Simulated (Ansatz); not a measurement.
Take PbTe in the zinc blende structure (space group F-43m, No. 216; a = 7.335 Å; a hypothetical phase, not in the database extracts checked) as the base. Axes: x, y, z lie along the cube axes.

Computed with PBE/PAW in Ansatz (a quantum-chemistry and plane-wave program), no spin-orbit coupling.

It is then changed as follows: the cell is stretched by 5.22 % along x with no lateral relaxation, atoms relaxed at fixed cell.

Task: Predict the stress tensor and what it implies for the stiffness.

Result: Stress of the strained cell less that of the base (GPa, compression positive):
```
  -1.37    0.00    0.00
   0.00   -1.05    0.00
   0.00    0.00   -1.05
```

Then −Δσ_ii/ε with ε = 0.0522 gives secant stiffness values (nonlinear terms included at this strain): C11 ≈ 26 GPa, C12 ≈ 20 GPa and C13 ≈ 20 GPa.

As a check, the harmonic strain energy −½ V₀ Δσ:ε is 11 meV/atom; the computed energy rise is 11 meV/atom.

No phonon test of stability was made.
